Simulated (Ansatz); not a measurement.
Band structure of ScCl3 (R-3, 8 atoms in the cell).

```yaml
crystal:
  lattice:
    - [3.20436, 1.85004, 6.08369]
    - [-3.20436, 1.85004, 6.08369]
    - [0.00000, -3.70008, 6.08369]
  atoms:
    - { symbol: Sc, position: [0.33332, 0.33332, 0.33332] }
    - { symbol: Sc, position: [0.66668, 0.66668, 0.66668] }
    - { symbol: Cl, position: [0.71815, 0.43702, 0.07745] }
    - { symbol: Cl, position: [0.28185, 0.56298, 0.92255] }
    - { symbol: Cl, position: [0.07745, 0.71815, 0.43702] }
    - { symbol: Cl, position: [0.92255, 0.28185, 0.56298] }
    - { symbol: Cl, position: [0.43702, 0.07745, 0.71815] }
    - { symbol: Cl, position: [0.56298, 0.92255, 0.28185] }
```

Method: PBEsol, PAW files made with PBE (plane waves; Ansatz, an electronic-structure program).

Settings: kpoints.mp_grid.grid = 4 4 4; hamiltonian.xc = pbesol; hamiltonian.pseudopotentials = {kind: paw} (the program's default PAW files); scf.occupations.method = fermi_dirac; scf.occupations.width = 0.02 eV; kpoints.band_path.path = [[0.0, 0.0, 0.0], [0.5, 0.0, 0.0], [0.5, 0.22831707, -0.22831707]]; kpoints.band_path.npoints = 8.

The starting cell comes from a database of computed structures (which also holds hypothetical and non-ambient phases and stackings), without a prior relaxation at this level.

Predict the gap along the standard path and the places of the band edges.

The gap along the path is 3.72 eV, from a point between Γ and L to L; the smallest direct gap on it is 3.82 eV. Another conduction valley lies within 0.1 eV, so the order of the valleys is not sure.

Levels in eV from the top of the valence band on the path, bands 29 to 36:
| point | 29 | 30 | 31 | 32 | 33 | 34 | 35 | 36 |
|---|---|---|---|---|---|---|---|---|
| Γ | -0.21 | -0.08 | -0.08 | -0.01 | 4.05 | 4.05 | 4.06 | 4.11 |
| L | -0.44 | -0.24 | -0.19 | -0.09 | 3.72 | 3.79 | 4.17 | 4.20 |
| B1 | -0.49 | -0.37 | -0.28 | -0.21 | 3.77 | 3.78 | 4.06 | 4.23 |

Keys are those of Ansatz 0.2.
